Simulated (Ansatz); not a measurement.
**Mo: element substitutions**

Base system: Mo in the bcc (W type) structure (space group Im-3m, No. 229).

```
Mo
1.0
   -1.56478     1.56478     1.56478
    1.56478    -1.56478     1.56478
    1.56478     1.56478    -1.56478
Mo
1
Cartesian
  0.00000   0.00000   0.00000
```

Each row replaces one element on all its sites; cell and atoms are relaxed.

The values are results of PBEsol/PAW in Ansatz (an electronic-structure program), no spin-orbit coupling, not measurements.

Candidates:
(a) Mo → Fe
(b) Mo → W
(c) Mo → Cr
(d) Mo → Re

Before the change:

| Property | Result |
|---|---|
| Lattice parameter a | 3.130 Å |

**Question.** Order them by lattice parameter a, highest first.

**Answer.** (b) Mo → W (3.154 Å), (d) Mo → Re (3.085 Å), (c) Mo → Cr (2.814 Å), (a) Mo → Fe (2.787 Å)

The magnetic state is the one reached from the starting moments; the real material's order can differ, and small cells can't hold many antiferromagnetic ones. No phonon test of stability was made. For Re in this form, whether it has been made was not checked. Starting moments died away, wholly or in part, for Mo → Cr; another magnetic solution may exist. Spin-polarised in the final run: Fe; the other runs are not. Real Cr is antiferromagnetic at low temperature and ambient pressure, an order that this cell doesn't hold. This is not the structure that Re has at room temperature and ambient pressure.
